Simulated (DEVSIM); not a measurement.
System: TaN/SiO2/p-InP capacitor, at 300 K.

Layer 1 from the left is SiO2, thickness (nm) 49.0. Layer 2 from the left is InP, thickness (nm) 18000, Na (cm⁻³) 1.2e15.

Metal gate on the left, work function 4.4 eV. Fixed charge at the semiconductor interface 3.3e11 cm⁻² (in units of +e); no interface traps.

The device is made up for the run: typed textbook-type constants, with dimensions and the other settings drawn at random. Values at 300 K.

SiO2: gap (eV) 9, affinity (eV) 0.9, permittivity 3.9. InP: gap (eV) 1.344, affinity (eV) 4.38, permittivity 12.5, Nc (cm⁻³) 5.7e17, Nv (cm⁻³) 1.1e19.

Q: Estimate by hand the flat-band voltage, the threshold voltage, and compare with a numerical solution.

A: 
- Flat-band voltage: C = 0.0705 μF/cm², work-function difference -1.088 V; VFB = φms − qNf/C = -1.84 V; numerical -1.84 V.
- Threshold voltage: φF = 0.474 V, depletion charge √(4εqNφF) = 2.01e-8 C/cm²; VT = VFB + 2φF + Qd/C = -0.60 V; numerical -0.60 V.

Simulated with DEVSIM: 1D Poisson equation in equilibrium, Boltzmann statistics, complete ionisation; no quantum confinement or tunnelling. Metal contacts follow the ideal Schottky-Mott rule: no Fermi-level pinning, no interface dipoles.
